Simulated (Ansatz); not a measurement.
A calculation on CsCl-type CoAl returned lattice constant a 2.868 Å, bulk modulus 171 GPa, cohesive energy 4.41 eV/atom.

For reference: lattice constant a 2.861 Å (measured, room temperature, no zero-point or thermal correction; as tabulated in Yamada et al. (2019), arXiv:1910.09660); bulk modulus 162 GPa (measured, room temperature, not corrected to a static lattice; as tabulated in Yamada et al. (2019), arXiv:1910.09660).

Question: Which level of theory produced these numbers?
(A) revPBE (Ansatz, a quantum-chemistry and plane-wave program)
(B) r²SCAN+rVV10 (Ansatz)
(C) LDA (Ansatz)
(D) PBEsol-D3(BJ) (Ansatz)

Answer: A, revPBE (Ansatz)

The others give: PBEsol-D3(BJ) 2.794 Å, 207 GPa, 5.86 eV/atom; r²SCAN+rVV10 2.817 Å, 202 GPa, 4.89 eV/atom; LDA 2.794 Å, 208 GPa, 6.01 eV/atom.

Unless a cell is named, each level is at its own relaxed cell (LDA 10.90, PBEsol-D3(BJ) 10.91, r²SCAN+rVV10 11.18, revPBE 11.80 Å³/atom).

The crystal itself was run without spin with PBEsol-D3(BJ), r²SCAN+rVV10, LDA, revPBE; a magnetic state was not tried in these runs.

Ansatz's density-functional and Hartree–Fock values are scalar-relativistic unless marked +SOC, with PAW data made under PBE.
